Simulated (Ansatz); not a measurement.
The reference is ZnCu$_{2}$SnS$_{4}$ (space group I-4, No. 82; a = 5.414 Å, c = 10.822 Å). Axes: x, y, z lie along a, b, c of the conventional cell.

Method: r2SCAN (Ansatz, a first-principles code, PAW, spin-orbit coupling left out).

Strains are applied to the cell and any free atomic positions relax; under biaxial strain the out-of-plane vector relaxes too.

One change was made to it. Results:

| quantity | base | after |
|---|---|---|
| energy relative to the base (free energy F) | 0 meV/atom | +19 meV/atom |
| shortest interatomic distance | 2.299 Å | 2.348 Å |
| band gap | 0.47 eV | 0.32 eV |

**Question.** What was done to the base?
A) biaxial strain +0.88 %, plane normal [001], relaxed out of plane
B) uniaxial strain ε_zz = +5.63 %
C) biaxial strain +4.26 %, plane normal [001], relaxed out of plane
D) biaxial strain −1.12 %, plane normal [001], relaxed out of plane
E) biaxial strain +1.23 %, plane normal [001], relaxed out of plane

**Answer.** B, uniaxial strain ε_zz = +5.63 %. For comparison, the shortest interatomic distance in the other runs: biaxial strain +4.26 %, plane normal [001], relaxed out of plane gives 2.330 Å; biaxial strain +1.23 %, plane normal [001], relaxed out of plane gives 2.308 Å; biaxial strain −1.12 %, plane normal [001], relaxed out of plane gives 2.292 Å; biaxial strain +0.88 %, plane normal [001], relaxed out of plane gives 2.306 Å.

Stability against distortions was not tested. All final runs are without spin polarisation.
